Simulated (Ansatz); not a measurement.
Worked example: self-consistent single point of Ti2O (P3m1, 3 atoms in the cell) in Ansatz (a first-principles code).

Level of theory: LDA (PW92), default PAW files made with PBE (plane waves; Ansatz).

The change in words: lattice scaled by 0.98; kpoints.mp_grid.grid: 13 13 7 → 14 14 7. Reference geometry:
```yaml
crystal:
  lattice:
    - [2.94522, 0.00000, 0.00000]
    - [-1.47261, 2.55063, 0.00000]
    - [0.00000, 0.00000, 4.80787]
  atoms:
    - { symbol: Ti, position: [0.33333, 0.66667, 0.74045] }
    - { symbol: Ti, position: [0.66667, 0.33333, 0.26995] }
    - { symbol: O, position: [0.00000, 0.00000, 0.00000] }
```

Reference input (self-consistent single point, DFT, LDA (PW92), plane waves, default PAW files made with PBE): basis.ecutwfc = 420 eV; kpoints.mp_grid.grid = 13 13 7; hamiltonian.xc = lda; hamiltonian.pseudopotentials = {kind: paw} (the program's default PAW files); scf.occupations.method = fermi_dirac; scf.occupations.width = 0.1 eV. This run's input differs from it in these lines:

Ansatz 0.2 input:
```diff
@@ -2,5 +2,5 @@
   lattice:
-    - [2.945218, 0.000000, 0.000000]
-    - [-1.472609, 2.550633, 0.000000]
-    - [0.000000, 0.000000, 4.807873]
+    - [2.886314, 0.000000, 0.000000]
+    - [-1.443157, 2.499620, 0.000000]
+    - [0.000000, 0.000000, 4.711716]
   atoms:
@@ -12,3 +12,3 @@
 kpoints:
-  mp_grid: { grid: [13, 13, 7] }
+  mp_grid: { grid: [14, 14, 7] }
 hamiltonian:
```

Output, abridged:

```
SCF iter   1: F=—  HF=-5459.282655 eV  |F-HF|=—  |Δ(HF+E_count)|=         —  Δρ=1.40e-2  dr2=5.67e-2  ethr=1.77e-3  ⟨swp⟩=4.2  Hψ=10330  notcnv=0
all-band conjugate gradients solve this SCF's bands
preconditioner: auto → Kerker (q_TF=auto, 2.672 Å⁻¹)
SCF iter   2: F=—  HF=-5459.271829 eV  |F-HF|=—  |Δ(HF+E_count)|=   1.08e-2  Δρ=5.92e-3  dr2=1.19e-2  ethr=1.89e-4  ⟨swp⟩=1.1  Hψ=3910  notcnv=0
SCF iter   3: F=—  HF=-5459.269421 eV  |F-HF|=—  |Δ(HF+E_count)|=   2.41e-3  Δρ=1.54e-3  dr2=1.34e-3  ethr=3.96e-5  ⟨swp⟩=2.2  Hψ=3284  notcnv=0
SCF iter   4: F=—  HF=-5459.269071 eV  |F-HF|=—  |Δ(HF+E_count)|=   3.50e-4  Δρ=3.20e-4  dr2=6.16e-5  ethr=4.48e-6  ⟨swp⟩=2.0  Hψ=3246  notcnv=0
SCF iter   5: F=—  HF=-5459.269053 eV  |F-HF|=—  |Δ(HF+E_count)|=   1.78e-5  Δρ=8.38e-5  dr2=3.40e-6  ethr=2.05e-7  ⟨swp⟩=2.3  Hψ=3609  notcnv=0
SCF iter   6: F=—  HF=-5459.269052 eV  |F-HF|=—  |Δ(HF+E_count)|=   7.83e-7  Δρ=3.01e-5  dr2=3.83e-7  ethr=1.13e-8  ⟨swp⟩=2.5  Hψ=4856  notcnv=0
SCF iter   7: F=-5459.269052 eV  HF=-5459.269052 eV  |F-HF|=3.05e-8  |Δ(HF+E_count)|=   1.02e-7  Δρ=1.02e-5  dr2=3.56e-8  ethr=3.33e-10  ⟨swp⟩=5.0  Hψ=10781  notcnv=0
SCF 1 converged in 7 iterations: F = -5459.269052 eV  dr2 = 3.56e-8
Free energy (F): -5459.269052 eV
Internal energy: -5459.230194 eV  (E = F + TS)
E sigma→0 (E₀):  -5459.249623 eV
Entropy (-TS):   -0.038858 eV (-12.953 meV/atom)
Fermi energy:    16.174199 eV
--- Forces (eV/Å), atoms counted from 1 ---
  atom   1  Ti    -0.00000000    -0.00000000    -0.08141107
  atom   2  Ti    -0.00000000     0.00000000    -0.27392188
  atom   3  O      0.00000000     0.00000000     0.35532280
--- Stress (GPa, compression-positive) ---
        5.855046       0.000000       0.000000
        0.000000       5.855046      -0.000000
        0.000000      -0.000000       0.926718
  P = ⅓ Tr σ = 4.2123 GPa (42.123 kbar)
  The stress holds the Pulay correction. Without it, at fixed plane waves, as pw.x and ABINIT print it: P = 3.7156 GPa
```

The run converged in 7 iterations. Against the reference run the free energy drops by 10.6 meV/atom, the pressure goes from -8.34 to 4.21 GPa and the largest force goes from 0.409 to 0.355 eV/Å.

The starting cell comes from a database of computed structures (which also holds hypothetical and non-ambient phases and stackings), without a prior relaxation at this level. Its lattice was rescaled by up to half a per cent. One atom was moved a little off its site on purpose. For this run, on top of that: lattice scaled by 0.98. Spin polarisation is off, so a magnetic state, if there is one, cannot be reached. With a pressure of about 4 GPa the cell is away from its equilibrium volume at this level. Ansatz's pressure includes its estimate of the finite-basis (Pulay) stress.
